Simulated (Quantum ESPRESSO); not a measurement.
# Pressure against volume in fluorite-structure HfO2 (space group 225) (Quantum ESPRESSO, LDA)

```yaml
crystal:
  lattice:
    - [0.00000, 2.44121, 2.44121]
    - [2.44121, 0.00000, 2.44121]
    - [2.44121, 2.44121, 0.00000]
  atoms:
    - { symbol: Hf, position: [0.00000, 0.00000, 0.00000] }
    - { symbol: O, position: [0.25000, 0.25000, 0.25000] }
    - { symbol: O, position: [0.75000, 0.75000, 0.75000] }
```

Computed with LDA (PZ), GBRV 1.5 ultrasoft (LDA) pseudopotentials (plane waves; Quantum ESPRESSO). Settings: ecutwfc = 52 Ry; ecutrho = 416 Ry; occupations = smearing; smearing = fermi-dirac; degauss = 0.000734986 Ry; potentials = {Hf: hf_lda_v1.uspp.F.UPF, O: o_lda_v1.2.uspp.F.UPF}; K_POINTS = automatic 11 11 11 0 0 0; conv_thr = 1e-10 Ry. The cell above is the first row's. The rows scale it uniformly. In all rows fractional positions and the k mesh are held.

```
V (Å^3/atom)  P (GPa)
------------  -------
9.699           21.62
9.910           13.83
10.121           6.84
10.331           0.56
10.542          -5.08
10.753         -10.15
10.964         -14.70
11.175         -18.79
11.386              ?
```

Problem. Fit P against V with a cubic, and predict the withheld value at V = 11.386.

Solution. With u = V - 10.4, the rows have u = -0.7010, -0.4900, -0.2790, -0.0690, 0.1420, 0.3530, 0.5640, 0.7750. Least squares gives P = -1.350 - 27.2715·u + 7.0348·u² - 1.1416·u³. Residuals (row less fit): 0.003, -0.006, 0.009, -0.006, 0.004, 0.000, -0.002, 0.002; standard error 0.007 (degrees of freedom: 4). The fitted pressure is zero at V0 = 10.35, where dP/dV = -27.97, so B0 = -V0·dP/dV = 289 GPa. At the withheld row, u = 0.9860, so P = -1.350 - 27.2715 × 0.9860 + 7.0348 × 0.9860² - 1.1416 × 0.9860³ = -22.495 GPa. The calculation gives -22.46 GPa, 0.035 GPa above the prediction (0.1 % of the range of P in the table). The row lies outside the fitted rows, so this is an extrapolation. From the scatter of the fitted rows alone, a prediction at this place has a standard error of 0.018 GPa, so the miss is 2.0 times that.

Carrying the step between the two nearest rows on in a straight line would have given -22.88, off by 0.42; series whose last step already gives the withheld value aren't shown. The scan was laid around a cell of about the measured size, scaled by a guess for this functional. This is a high-temperature phase, held here by symmetry. The runs keep the symmetry of the cell, so they don't test it for distortions. Spin-orbit coupling is off. Cutoffs and mesh are single choices, not tested for convergence of this quantity. Series with a scatter that would blur these digits, or in which a gap closes, are not shown.
